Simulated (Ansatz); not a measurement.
We consider ZrAl₃ (I4/mmm, No. 139), described by rVV10 (Ansatz, a quantum-chemistry and plane-wave program, PAW).

Run with plane-wave cutoff 520 eV, 20×20×20 k mesh, Fermi–Dirac smearing 0.05 eV, scalar-relativistic PAW data made under PBE.

Shape and atoms are relaxed at each volume.

Pressure at four volumes; x = ln(V/17.462 Å³). One pressure is withheld.

```csv
V (Å³/atom),x,P (GPa)
16.764,-0.0408,4.60
17.462,0.0000,0.00
17.811,0.0198,-1.97
18.160,0.0392,?
```

Q: Pass a parabola P(x) through the three rows shown, estimate the bulk modulus and its pressure derivative near zero pressure, and predict the withheld pressure.

A: Slopes between the rows: (0.00 − (4.60))/(0.0000 − (-0.0408)) = -112.75 and (-1.97 − (0.00))/(0.0198 − (0.0000)) = -99.49 GPa. Their difference over the span 0.0606 is c = 13.26/0.0606 = 218.8 GPa, so P(x) = 4.60 + (-112.75)(x − (-0.0408)) + 218.8 (x − (-0.0408))(x − (0.0000)). At the middle row B = −dP/dx = −[-112.75 + 218.8 × 0.0408] = 103.8 GPa, and B′ = dB/dP = 2c/B = 4.2. At x = 0.0392 the parabola gives -3.73 GPa; the run gives -3.74 GPa. The Birch–Murnaghan fit to the energies at all volumes has B0 = 104 GPa and B′ = 4.2.

Note: the bulk modulus comes from volumes at which shape and atoms were relaxed.
